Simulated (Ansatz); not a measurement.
An Ansatz (a quantum-chemistry and plane-wave program) input (PBE (Ansatz; PAW; 420 eV plane waves; without spin-orbit coupling)):

Ansatz 0.2 input:
```yaml
crystal:
  lattice:
    - [3.1714293808, 0, 0]
    - [-1.5857146904, 2.7465384101, 0]
    - [0, 0, 3.5413202389]
  atoms:
    - { symbol: Zr, position: [0, 0, 0] }
    - { symbol: B, position: [0.3333333333, 0.6666666667, 0.5] }
    - { symbol: B, position: [0.6666666667, 0.3333333333, 0.5] }
basis: { ecutwfc: 420, ecutrho_ratio: 4, xc_grid: 2, fft_grid_basis: typed }
kpoints: { mp_grid: { grid: [17, 17, 13] } }
hamiltonian:
  xc: pbe
  dispersion: none
  pseudopotentials: { kind: paw }
scf: { occupations: { method: fermi_dirac, width: 0.05 }, convergence: { dr2_threshold: 0.0000000003 } }
output: { forces: true, stress: true }
checkpoint: { write: state.ck, write_every: 1000 }
```

Q: Which symmetry and how many k-points will the program report, and about how many plane waves at Γ?

A: Space group P6/mmm (ITA 191) with 24 operations, k-points 231 of 3757, and 575 plane waves at Γ.

Whether these cells are dynamically stable was not tested. The final runs are not spin-polarised. The cell is ZrB2 (space group P6/mmm, No. 191).
